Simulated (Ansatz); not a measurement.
Results of PBE-D4 (plane waves, PAW; Ansatz, a quantum-chemistry and plane-wave program) for C11b WSi2.

Settings: plane-wave cutoff 520 eV, 24×24×24 k mesh, Fermi–Dirac smearing 0.05 eV, no spin polarisation, scalar-relativistic PAW data made under PBE.

The volume scan:

| V (Å³/atom) | E − E_lowest (meV/atom) | P (GPa) |
|---|---|---|
| 12.770 | 16.61 | 10.38 |
| 13.036 | 3.99 | 4.91 |
| 13.302 | 0.00 | -0.01 |
| 13.568 | 3.75 | -4.43 |
| 13.834 | 14.44 | -8.39 |

### Question
Estimate the bulk modulus from the pressures at 13.036 and 13.568 Å³/atom, and compare it with a fit to all energies.

### Answer
B = −V dP/dV. Between V = 13.036 and 13.568 Å³/atom, dP/dV = (-4.43 − (4.91))/(13.568 − 13.036) = -17.6 GPa per Å³/atom; at the midpoint 13.302 Å³/atom this gives B ≈ 234 GPa. The third-order Birch–Murnaghan fit gives V0 = 13.301 Å³/atom, B0 = 233 GPa, B′ = 4.4, which lies within 1 % of that estimate.

Shape and atoms are relaxed at each volume.

Spin–orbit coupling is not included.

Computed values are for the static lattice.

Cost on a shared machine: about 26 core-minutes (a rough figure).
